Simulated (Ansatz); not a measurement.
# What uniaxial strain ε_zz = −1.80 % does to BN

The parent structure is BN in the wurtzite structure (space group P6_3mc, No. 186; a = 2.5232 Å, c = 4.1751 Å). Axes: x lies along a and z along c of the hexagonal cell.

Modification: the cell is compressed by 1.80 % along z with no lateral relaxation; the atoms relax in the strained cell.

Computed with Ansatz (a first-principles code) LDA, no spin-orbit coupling. Γ-centred 15×15×8 mesh, Fermi–Dirac width 0.05 eV.

| quantity | base | changed | shift |
|---|---|---|---|
| volume per atom | 5.76 Å³ | 5.65 Å³ | -0.104 Å³ |
| shortest interatomic distance | 1.548 Å | 1.537 Å | -0.011 Å |
| energy relative to the base (free energy F) | 0 meV/atom | +6.6 meV/atom | +6.6 meV/atom |
| pressure (mean of the normal stresses, compression positive) | 0.00 GPa | 7.80 GPa | +7.807 GPa |
| band gap | 4.93 eV | 5.00 eV | +0.07 eV |
| gap character | indirect, Γ → K | indirect, Γ → K | – |
| smallest direct gap | 8.29 eV | 8.27 eV | -0.02 eV |
| width of the top valence band | 5.56 eV | 5.57 eV | +0.01 eV |
| electron mass | 0.30 mₑ along c, 0.50 mₑ across (at K) | 0.29 mₑ along z, 0.50 mₑ across (at K) | – |
| valence-band top at Γ (three highest levels, from the VBM) | 0.00, 0.00, -0.29 eV | 0.00, 0.00, -0.21 eV | – |
| stress (xx, yy, zz, yz, xz, xy; compression positive) | – | (1.27, 1.27, 20.86, 0.00, 0.00, 0.00) GPa | – |

Masses are band curvatures over ±0.01 Å⁻¹ around the edge. Whether these cells are dynamically stable was not tested.
